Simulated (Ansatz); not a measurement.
CoSi2: Si on a Co site (antisite), symmetric start

The parent structure is a 24-atom supercell of CoSi2 (space group Fm-3m, No. 225; a = 5.312 Å; non-magnetic) at its relaxed geometry.

Modification: one Co atom is replaced by Si, atoms relaxed at fixed cell.

The values are results of PBEsol, PAW, 420 eV (Ansatz, an electronic-structure program; no spin-orbit coupling), not measurements. Γ-centred 6×6×6 mesh, Fermi–Dirac width 0.05 eV.

The pressure goes from zero to 5.4 GPa and the energy gained by relaxation amounts to 1.22 eV. The largest displacement of a host atom from its site in the perfect cell comes out as 0.14 Å and the mean distance from the defect site to its nearest host atoms increases by 0.27 bohr (4.35 bohr → 4.62 bohr).

Cost of the whole job for the changed cell (relaxation, final SCF and bands): roughly 5 core-minutes.

The magnetic state is the one reached from the starting moments; the real material's order can differ, and small cells can't hold many antiferromagnetic ones. The cell is small, so the values are those of an ordered compound at a high defect concentration; dilute-limit values will differ. The defect started on the symmetric site and kept its symmetry, so it may sit on a saddle. Starting moments died away, wholly or in part, for Si on a Co site (antisite) and the base; another magnetic solution may exist. Spin-polarised in the final run: Si on a Co site (antisite); the other runs are not. An odd electron count without spin: CoSi2. The defect cell is spin-polarised and ends with 0.0 μB.
